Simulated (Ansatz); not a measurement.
The parent structure is Ru in the hcp (Mg type) structure (space group P6_3/mmc, No. 194; a = 2.7218 Å, c = 4.2939 Å; relaxed with 0.1 eV smearing). Axes: x lies along a and z along c of the hexagonal cell.

(Cell as relaxed with PBE.)

Levels (all Ansatz, a program for electronic structure, PAW, earlier PAW set): PBE (420 eV, no spin-orbit coupling); r2SCAN (500 eV, no spin-orbit coupling).

Each level relaxes its own structure.

```json
[
 {"base": "volume per atom", "PBE": "13.77 Å³", "r2SCAN": "13.52 Å³"},
 {"base": "lattice parameter a", "PBE": "2.722 Å", "r2SCAN": "2.706 Å"},
 {"base": "band gap", "PBE": "zero", "r2SCAN": "zero"}
]
```

Perturbation: biaxial strain −0.55 %, plane normal [001], relaxed out of plane (Cartesian); in-plane vectors clamped, the third vector and the atoms free.

```tsv
quantity	PBE	r2SCAN
volume per atom	13.66 Å³	13.41 Å³
mean in-plane stress (compression positive)	+3.7 GPa	+4.0 GPa
```

PBE's volume per atom lies 0.25 Å³ above r2SCAN's (1.9 %); PBE's in-plane stress lies 0.3 GPa below r2SCAN's. Neither level is exact; r2SCAN is the comparison here, not a measurement.

No phonon test of stability was made. All final runs are without spin polarisation.
